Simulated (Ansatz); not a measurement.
SrO, pressure series

Take SrO in the rock salt structure (space group Fm-3m, No. 225; a = 5.1950 Å) as the base.

Cell and atoms are relaxed at each pressure.

Level of theory: DFT with PBE, PAW potentials and a 420 eV plane-wave cutoff in Ansatz (a quantum-chemistry and plane-wave program), no spin-orbit coupling.

Candidates:
(a) pressure 10 GPa
(b) pressure 0.3 GPa
(c) pressure −2 GPa
(d) pressure 3 GPa

Before the change:

The smallest direct gap is 3.42 eV.

### Question
Order them by smallest direct gap, highest first.

### Answer
(c) pressure −2 GPa (3.44 eV), (b) pressure 0.3 GPa (3.42 eV), (d) pressure 3 GPa (3.39 eV), (a) pressure 10 GPa (3.30 eV)

For one case the stability test of the SCF state gave doubtful readings. Load acts through the strain it causes; cell and atoms are relaxed under it. No phonon test of stability was made. No other phases were tried under pressure.
